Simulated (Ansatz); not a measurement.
InP, response to strain

Consider InP in the zinc blende structure (space group F-43m, No. 216; a = 5.9070 Å). Axes: x, y, z lie along the cube axes.

Strains are applied to the cell and any free atomic positions relax; under biaxial strain the out-of-plane vector relaxes too.

Computed with r2SCAN in Ansatz (plane waves to 500 eV, PAW, no SOC).

Notes on the quantities. energy relative to the base: free energy F.

```json
[
 {"biaxial strain, plane normal [111], relaxed out of plane (%)": "0", "energy relative to the base (meV/atom)": "0.0"},
 {"biaxial strain, plane normal [111], relaxed out of plane (%)": "0.42", "energy relative to the base (meV/atom)": "0.4"},
 {"biaxial strain, plane normal [111], relaxed out of plane (%)": "0.83", "energy relative to the base (meV/atom)": "1.6"},
 {"biaxial strain, plane normal [111], relaxed out of plane (%)": "1.25", "energy relative to the base (meV/atom)": "?"},
 {"biaxial strain, plane normal [111], relaxed out of plane (%)": "1.67", "energy relative to the base (meV/atom)": "6.3"},
 {"biaxial strain, plane normal [111], relaxed out of plane (%)": "2.08", "energy relative to the base (meV/atom)": "9.7"},
 {"biaxial strain, plane normal [111], relaxed out of plane (%)": "2.5", "energy relative to the base (meV/atom)": "13.9"}
]
```

Task: Fit ΔE = Aε² + Bε³ (ε in %) to the rows shown and predict the withheld row.

Result: Least squares on the printed values gives A = 2.34 and B = -0.045 meV/atom (largest residual 0.0 meV/atom); this predicts 3.6 meV/atom, and the run gives 3.6 meV/atom, in agreement.

Stability against distortions was not tested.

Ansatz is a first-principles code.
